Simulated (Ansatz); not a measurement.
Results of HSE06 (plane waves, PAW; Ansatz, a first-principles code) for NiAs-type NiSb.

The run printed, among other lines:

```
Relaxation: its limit of steps is 80 (relax.max_steps)
Crystal: 4 atoms, lattice volume = 69.182 Å³
Basis set: ecut = 460 eV, 1555 PW (Γ), exchange–correlation on 60×60×80 points (8 copies of the dense FFT grid, shifted against one another)
Bands: 40, of which v1, the nominal top of the filled ones, is band 33 counted from 1 (32 counted from 0)
Symmetry: 24 space group operations
Space group: P63/mmc (ITA 194), of the structure as read, at distance tolerance 4.1e-5 Å
k-points: 48 of 486
SCF iter   1: F=—  HF=-24649.457773 eV  |F-HF|=—  |Δ(HF+E_count)|=         —  Δρ=4.03e-3  dr2=6.82e-3
SCF iter   2: F=—  HF=-24649.457934 eV  |F-HF|=—  |Δ(HF+E_count)|=   1.61e-4  Δρ=1.97e-3  dr2=1.91e-3
  ...
SCF 1 converged in 10 iterations: F = -24649.457858 eV  dr2 = 2.66e-12
Crystal: 4 atoms, lattice volume = 69.182 Å³
Initial density: handed on by an earlier stage of this run
Crystal: 4 atoms, lattice volume = 69.182 Å³
Crystal: 4 atoms, lattice volume = 69.182 Å³
SCF 4 converged in 5 iterations: F = -24654.184647 eV  dr2 = 7.45e-12
Crystal: 4 atoms, lattice volume = 69.182 Å³
Crystal: 4 atoms, lattice volume = 69.182 Å³
Crystal: 4 atoms, lattice volume = 69.182 Å³
SCF 7 converged in 4 iterations: F = -24654.184722 eV  dr2 = 6.44e-12
Crystal: 4 atoms, lattice volume = 69.182 Å³
SCF 8 converged in 7 iterations: F = -24654.184767 eV  dr2 = 2.84e-11
Crystal: 4 atoms, lattice volume = 69.182 Å³
SCF iter   1: F=—  HF=-24654.184767 eV  |F-HF|=—  |Δ(HF+E_count)|=         —  Δρ=1.69e-7  dr2=8.59e-12
SCF iter   2: F=-24654.184767 eV  HF=-24654.184767 eV  |F-HF|=3.64e-12  |Δ(HF+E_count)|=  3.64e-12  Δρ=5.88e-8  dr2=4.30e-12
SCF 9 converged in 2 iterations: F = -24654.184767 eV  dr2 = 4.30e-12
Free energy (F): -24654.184767 eV
Internal energy: -24654.178843 eV  (E = F + TS)
E sigma→0 (E₀):  -24654.181805 eV
Fermi energy:    14.899247 eV
--- Forces (eV/Å), atoms counted from 1 ---
  atom   1  Ni     0.00000000     0.00000000     0.00000000
  atom   2  Ni    -0.00000000     0.00000000     0.00000000
  atom   3  Sb    -0.00000000    -0.00000000    -0.00000000
  atom   4  Sb     0.00000000     0.00000000     0.00000000
--- Stress (GPa, compression-positive) ---
       -3.030324      -0.000000       0.000000
       -0.000000      -3.030324      -0.000000
        0.000000      -0.000000      -3.011291
  P = ⅓ Tr σ = -3.0240 GPa (-30.240 kbar)
```

Problem. Write an input file that produces this run.

Solution. Several could match; the one computed here: 
Ansatz 0.2 input:
```yaml
crystal:
  lattice:
    - [1.9638868198, -3.4015517523, 0.0]
    - [1.9638868198, 3.4015517523, 0.0]
    - [0.0, 0.0, 5.1780971329]
  atoms:
    - { symbol: Ni, position: [0.0, 0.0, 0.5] }
    - { symbol: Ni, position: [0.0, 0.0, 0.0] }
    - { symbol: Sb, position: [0.3333333333, 0.6666666667, 0.25] }
    - { symbol: Sb, position: [0.6666666667, 0.3333333333, 0.75] }
basis:
  ecutwfc: 460
  ecutrho_ratio: 4
  xc_grid: 2
kpoints:
  mp_grid: { grid: [9, 9, 6] }
hamiltonian:
  xc: hse06
  dispersion: none
  pseudopotentials: { kind: paw }
scf:
  occupations: { method: fermi_dirac, width: 0.05 }
output:
  forces: true
  stress: true
  eigenvalues: true
relax:
  f_tol: 0.01
  escape_saddle: false
  max_steps: 80
  cell: { stress_tol: 0.05, fix: [volume] }
```

The cell is one volume of an energy–volume scan, off the minimum.

The PAW data were made under PBE.

Note: the run has no spin polarisation, so it can have missed a magnetic state.
